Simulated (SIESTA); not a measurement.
**Input and output of a self-consistent single point for V6FeNi (Pm-3, 8 atoms in the cell) (SIESTA)**

Level of theory: GGA PBEsol, numerical atomic orbitals DZP, PseudoDojo PBEsol standard norm-conserving potentials (rewritten from UPF to PSML) run with SIESTA.

Input:

```
# files in the folder: V.psml Fe.psml Ni.psml (PseudoDojo PBEsol standard)
SystemName  V6FeNi
SystemLabel V6FeNi

NumberOfAtoms                8
NumberOfSpecies              3
%block ChemicalSpeciesLabel
  1 23 V
  2 26 Fe
  3 28 Ni
%endblock ChemicalSpeciesLabel
LatticeConstant              4.629720 Ang
%block LatticeVectors
     1.000000000    0.000000000    0.000000000
     0.000000000    1.000000000    0.000000000
     0.000000000    0.000000000    1.000000000
%endblock LatticeVectors
AtomicCoordinatesFormat      Fractional
%block AtomicCoordinatesAndAtomicSpecies
     0.000000000    0.500000000    0.747910000  1
     0.000000000    0.500000000    0.252090000  1
     0.747910000    0.000000000    0.500000000  1
     0.252090000    0.000000000    0.500000000  1
     0.500000000    0.747910000    0.000000000  1
     0.500000000    0.252090000    0.000000000  1
     0.500000000    0.500000000    0.500000000  2
     0.000000000    0.000000000    0.000000000  3
%endblock AtomicCoordinatesAndAtomicSpecies

XC.functional                GGA
XC.authors                   PBEsol
PAO.BasisSize                DZP
PAO.EnergyShift              0.01 Ry
MeshCutoff                   300 Ry
%block kgrid.MonkhorstPack
    5   0   0  0.0
    0   5   0  0.0
    0   0   5  0.0
%endblock kgrid.MonkhorstPack
OccupationFunction           FD
ElectronicTemperature        1160.45 K

MaxSCFIterations             150
SCF.Mixer.Method             Broyden
SCF.Mixer.Weight             0.1
SCF.Mixer.History            6
SCF.DM.Tolerance             1.0E-05
Diag.ParallelOverK           true
WriteForces                  true
```

Output, abridged:

```
reinit: Reading from file input.fdf

reinit: System Name: V6FeNi
reinit: System Label: V6FeNi

coor:   Atomic-coordinates input format  =     Fractional

siesta: Atomic coordinates (Bohr) and species
siesta:      0.00000   4.37445   6.54339  1        1
siesta:      0.00000   4.37445   2.20551  1        2
siesta:      6.54339   0.00000   4.37445  1        3
siesta:      2.20551   0.00000   4.37445  1        4
siesta:      4.37445   6.54339   0.00000  1        5
siesta:      4.37445   2.20551   0.00000  1        6
siesta:      4.37445   4.37445   4.37445  2        7
siesta:      0.00000   0.00000   0.00000  3        8

siesta: System type = bulk

initatomlists: Number of atoms, orbitals, and projectors:      8   152   144

siesta: ******************** Simulation parameters ****************************
redata: Spin configuration                          = none
redata: Time-Reversal Symmetry                      = T
redata: Number of Atomic Species                    =        3
redata: Mesh Cutoff                                 =   300.0000 Ry
redata: Net charge of the system                    =     0.0000 |e|
redata: Min. number of SCF Iter                     =        0
redata: Max. number of SCF Iter                     =      150
redata: SCF convergence failure will abort job
redata: SCF mix quantity                            = Hamiltonian
redata: Mix DM or H after convergence               =   F
redata: Recompute H after scf cycle                 =   F
redata: Mix DM in first SCF step                    =   T
redata: No kicks to SCF
redata: DM Mixing Weight for Kicks                  =     0.5000
redata: Require Harris convergence for SCF          =   F
redata: Harris energy tolerance for SCF             =     0.000100 eV
redata: Require DM convergence for SCF              =   T
redata: DM tolerance for SCF                        =     0.000010
redata: Require EDM convergence for SCF             =   F
redata: EDM tolerance for SCF                       =     0.001000 eV
redata: Require H convergence for SCF               =   T
redata: Hamiltonian tolerance for SCF               =     0.001000 eV
redata: Require (free) Energy convergence for SCF   =   F
redata: (free) Energy tolerance for SCF             =     0.000100 eV
redata: Using DFT-D3 dispersion                     =   F
redata: Using Saved Data (generic)                  =   F
redata: Method of Calculation                       = Diagonalization
redata: Electronic Temperature                      =  1160.4500 K
redata: Number of TDED substeps                     =        3
redata: Dynamics option                             = Single-point calculation
redata: Save all siesta data in one NC              =   F
redata: ***********************************************************************

%block SCF.Mixers
  Broyden
%endblock SCF.Mixers

%block SCF.Mixer.Broyden
  # Mixing method
  method broyden

  # Mixing options
  weight 0.1000
  weight.linear 0.1000
  weight.prime 0.1000
  history 6
%endblock SCF.Mixer.Broyden

DM_history_depth set to one: no extrapolation allowed by default for geometry relaxation
Size of DM history Fstack: 1
Total number of electrons:   112.000000
Total ionic charge:   112.000000

* ProcessorY, Blocksize:    1  64

* Orbital distribution balance (max,min):   152   152

 Kpoints in:           75 . Kpoints trimmed:           63

siesta: k-grid: Number of k-points = 63
siesta: k-points from Monkhorst-Pack grid
siesta: k-cutoff (effective) =    11.574 Ang
siesta: k-point supercell and displacements
siesta: k-grid:     5     0     0      0.000
siesta: k-grid:     0     5     0      0.000
siesta: k-grid:     0     0     5      0.000

diag: Algorithm                                     = D&C
diag: Parallel over k                               =   F
diag: Use parallel 2D distribution                  =   F
diag: Parallel block-size                           = 64
diag: Parallel distribution                         =     1 x     1
diag: Used triangular part                          = Lower
diag: Absolute tolerance                            =  0.100E-15
diag: Orthogonalization factor                      =  0.100E-05
diag: Memory factor                                 =  1.0000

superc: Internal auxiliary supercell:     5 x     5 x     5  =     125
superc: Number of atoms, orbitals, and projectors:   1000  19000  18000

                        Single-point calculation

superc: Internal auxiliary supercell:     5 x     5 x     5  =     125
superc: Number of atoms, orbitals, and projectors:   1000  19000  18000

outcell: Unit cell vectors (Ang):
        4.629720    0.000000    0.000000
        0.000000    4.629720    0.000000
        0.000000    0.000000    4.629720

outcell: Cell vector modules (Ang)   :    4.629720    4.629720    4.629720
outcell: Cell angles (23,13,12) (deg):     90.0000     90.0000     90.0000
outcell: Cell volume (Ang**3)        :     99.2348
new_DM -- step:     1
Initializing Density Matrix...

Attempting to read DM from file... Failed...
DM filled with atomic data:

InitMesh: MESH = 50 x 50 x 50 = 125000
InitMesh: Mesh cutoff (required, used) =   300.000   322.354 Ry

stepf: Fermi-Dirac step function

        iscf     Eharris(eV)        E_KS(eV)     FreeEng(eV)     dDmax    Ef(eV) dHmax(eV)
   scf:    1   -19392.161779   -19822.533337   -19822.692990  1.330181 -4.018023 84.795348
   scf:    2   -19799.986344   -19964.791410   -19964.976850  0.848052 -4.927971 27.330838
   scf:    3   -19996.470335   -19987.066966   -19987.268989  0.251310 -5.115529 15.161388
   scf:    4   -19994.714035   -19991.408025   -19991.605953  0.050281 -5.183386 10.238913
   scf:    5   -19176.791546   -19742.488928   -19742.758867  1.294453 -5.996979107.776608
   scf:    6   -20026.371184   -20000.384912   -20000.627582  1.070311 -6.155897  3.915429
   [... 10 lines left out ...]
   scf:   17   -20000.719776   -20000.719755   -20000.967515  0.000196 -6.193942  0.002610
   scf:   18   -20000.719792   -20000.719774   -20000.967516  0.000122 -6.194022  0.001094
   scf:   19   -20000.719778   -20000.719776   -20000.967516  0.000027 -6.194021  0.000966
   scf:   20   -20000.719781   -20000.719779   -20000.967516  0.000033 -6.194059  0.000730
   scf:   21   -20000.719782   -20000.719780   -20000.967516  0.000010 -6.194061  0.000576

SCF Convergence by DM+H criterion
max |DM_out - DM_in|         :     0.0000096937
max |H_out - H_in|      (eV) :     0.0005764730
SCF cycle converged after 21 iterations

Using DM_out to compute the final energy and forces

siesta: E_KS(eV) =           -20000.7198

siesta: E_KS - E_eggbox =    -20000.7198

siesta: Atomic forces (eV/Ang):
     1   -0.000000   -0.000000   -0.019944
     2   -0.000000   -0.000000    0.019944
     3   -0.019944    0.000000   -0.000000
     4    0.019944    0.000000   -0.000000
     5    0.000000   -0.019944   -0.000000
     6    0.000000    0.019944    0.000000
     7   -0.000000   -0.000000    0.000000
     8   -0.000000   -0.000000    0.000000
   Tot   -0.000000    0.000000   -0.000000
   Max    0.019944
   Res    0.009972    sqrt( Sum f_i^2 / 3N )
   Max    0.019944    constrained

Stress tensor Voigt[x,y,z,yz,xz,xy] (kbar):       99.57       99.57       99.57       -0.00        0.00       -0.00
(Free)E + p*V (eV/cell)   -20007.1346
Target enthalpy (eV/cell)   -20000.9675

siesta: Program's energy decomposition (eV):
siesta: Ebs     =     -3996.991479
siesta: Eions   =     28839.819620
siesta: Ena     =      3672.370151
siesta: Ekin    =      8669.563476
siesta: Enl     =      -837.577535
siesta: Eso     =         0.000000
siesta: Edftu   =         0.000000
siesta: DEna    =       236.369139
siesta: DUscf   =         6.196170
siesta: DUext   =         0.000000
siesta: Ex      =     -2719.430761
siesta: Ec      =      -188.390801
siesta: Exc     =     -2907.821562
siesta: Eharris =    -20000.719782
siesta: Etot    =    -20000.719780
siesta: FreeEng =    -20000.967516

siesta: Stress tensor (static) (eV/Ang**3):
siesta:     0.062147    0.000000   -0.000000
siesta:    -0.000000    0.062147   -0.000000
siesta:     0.000000   -0.000000    0.062147

siesta: Cell volume =         99.234841 Ang**3

siesta: Pressure (static):
siesta:                Solid            Molecule  Units
siesta:          -0.00067686         -0.00067184  Ry/Bohr**3
siesta:          -0.06214683         -0.06168548  eV/Ang**3
siesta:         -99.57019873        -98.83103423  kBar
```

The run converged in 21 iterations.

The starting cell comes from a database of computed structures (which also holds hypothetical and non-ambient phases and stackings), without a prior relaxation at this level. Spin polarisation is off. Values carry the incompleteness of an atom-centred basis. With a pressure of about -10 GPa the cell is away from its equilibrium volume at this level.

Cost on one core of a shared machine: roughly 2 min.
